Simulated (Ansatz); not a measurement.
## What Hf → W does to Hf

Base system: Hf in the hcp (Mg type) structure (space group P6_3/mmc, No. 194; a = 3.198 Å, c = 5.047 Å).

One thing is altered: every Hf is replaced by W, then cell and atoms are relaxed.

Calculations: r2SCAN in Ansatz (plane waves to 500 eV, PAW, no SOC). Γ-centred 19×19×10 mesh, Fermi–Dirac width 0.05 eV, for the changed cell.

The volume per atom falls by 6.05 Å³ (22.35 Å³ → 16.30 Å³) and the c/a ratio goes up by 0.221, from 1.578 to 1.799. The space group remains P6_3/mmc (No. 194) and the band gap stays zero.

Final structure:

```
W
1.0
    2.75589     0.00000     0.00000
   -1.37795     2.38667     0.00000
    0.00000     0.00000     4.95787
W
2
Direct
  0.33333   0.66667   0.75000
  0.66667   0.33333   0.25000
```

Whether these cells are dynamically stable was not tested. For W in this form, whether it has been made was not checked. All final runs are without spin polarisation. This is not the structure that W has at room temperature and ambient pressure.

Ansatz is a quantum-chemistry and plane-wave program.
